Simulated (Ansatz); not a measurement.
Consider O vacancy in beta Ga2O3 with all lengths changed by -1 %, charge state +2. Calculation: PBE, PAW (plane waves to 420 eV; Ansatz, a program for electronic structure).

Settings: 120 host sites, the strained lattice (strain from the relaxed PBE one, atoms relaxed), the Γ point alone, smearing 0.01 eV, spin-restricted, no image-charge correction. No zero-point or tunnelling terms. The charge state is imposed; whether it is stable for some Fermi level was not computed. Forms of the defect that were not tried may lie lower. The start lies 0.076 eV above the lowest site run (PBE).

Barriers: single points on a 2×2×2 k-point mesh shifted by half a step at the bands' geometries (they differ from the bands' own by up to 0.05 eV, and are uncertain by about as much).

The step: one O atom jumps into the vacancy from a nearby O site (strongly reconstructed ends). Atoms about the jump, Cartesian Å from the middle of the jump, before and after:

| atom | x0 | y0 | z0 | x1 | y1 | z1 |
|---|---|---|---|---|---|---|
| O1 | 0.73 | 0.72 | 0.88 | -0.73 | -0.72 | -0.88 |
| Ga2 | -1.18 | 0.93 | 0.43 | -1.32 | 0.76 | 0.19 |
| Ga3 | 2.13 | 0.77 | -0.39 | 2.96 | 0.76 | -0.90 |
| O4 | -1.32 | -0.76 | 1.50 | -1.22 | -0.67 | 1.65 |
| Ga5 | -1.18 | -2.45 | 0.43 | -1.12 | -2.29 | 0.23 |
| O6 | 1.57 | 0.75 | -2.15 | 1.68 | 0.76 | -2.19 |
| O7 | 0.73 | -2.24 | 0.88 | 0.75 | -2.26 | 0.99 |
| O8 | -0.74 | 2.26 | -0.88 | -0.73 | 2.25 | -0.88 |
| Ga9 | -1.66 | -0.76 | -3.66 | -1.23 | -0.76 | -2.68 |
| Ga10 | 2.13 | -2.29 | -0.39 | 2.08 | -2.27 | -0.35 |
| O11 | 3.12 | -0.76 | -0.09 | 3.09 | -0.78 | 0.05 |
| O12 | 1.57 | -2.27 | -2.15 | 1.60 | -2.26 | -2.13 |
| Ga13 | 0.67 | -0.76 | 2.31 | 0.57 | -0.90 | 2.49 |
| O14 | -3.00 | 0.76 | -0.12 | -3.15 | 0.76 | -0.10 |
| O15 | -2.29 | 0.75 | -2.87 | -2.24 | 0.76 | -2.93 |
| O16 | -1.29 | 2.34 | 1.73 | -1.22 | 2.20 | 1.65 |
| Ga17 | 1.98 | -0.76 | -3.31 | 1.97 | -0.78 | -3.36 |

Question: Predict the transition state.

Answer: 
```tsv
atom	x	y	z
O1	0.09	-0.18	-0.47
Ga2	-1.23	0.90	0.25
Ga3	1.90	0.60	-0.60
O4	-1.27	-0.76	1.66
Ga5	-1.14	-2.34	0.45
O6	1.69	0.77	-2.38
O7	0.77	-2.34	1.04
O8	-0.71	2.41	-0.89
Ga9	-1.20	-0.66	-2.87
Ga10	2.06	-2.35	-0.36
O11	3.02	-0.79	-0.08
O12	1.57	-2.26	-2.15
Ga13	0.58	-0.91	2.48
O14	-3.06	0.78	-0.10
O15	-2.20	0.83	-2.82
O16	-1.22	2.22	1.68
Ga17	2.06	-0.79	-3.41
```
It lies 1.56 eV above the start and 1.63 eV above the end. The saddle point's order was not checked.
